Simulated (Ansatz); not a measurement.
Consider MgSe in the rock salt structure (space group Fm-3m, No. 225; a = 5.450 Å).

Perturbation: a hydrostatic pressure of 4.2 GPa.

Calculations: PBEsol/PAW in Ansatz (a first-principles code), spin-orbit coupling left out.

Base, band edges from the VBM (valence, conduction): X -1.80, 1.78; W -2.57, 4.53; L -0.59, 3.71; Γ 0.00, 2.50; K -1.45, 3.00; U -1.45, 3.00 eV.

**Question.** Give the band edges at the high-symmetry points of the new zone, measured from its valence-band maximum.

**Answer.** 
| point | valence edge (eV) | conduction edge (eV) |
|---|---|---|
| Γ | 0.00 | 2.90 |
| X | -1.95 | 1.87 |
| U | -1.58 | 3.06 |
| K | -1.58 | 3.06 |
| L | -0.66 | 3.78 |
| W | -2.75 | 4.76 |

The gap is 1.87 eV, indirect, Γ → X.

Load acts through the strain it causes; cell and atoms are relaxed under it. Whether these cells are dynamically stable was not tested.
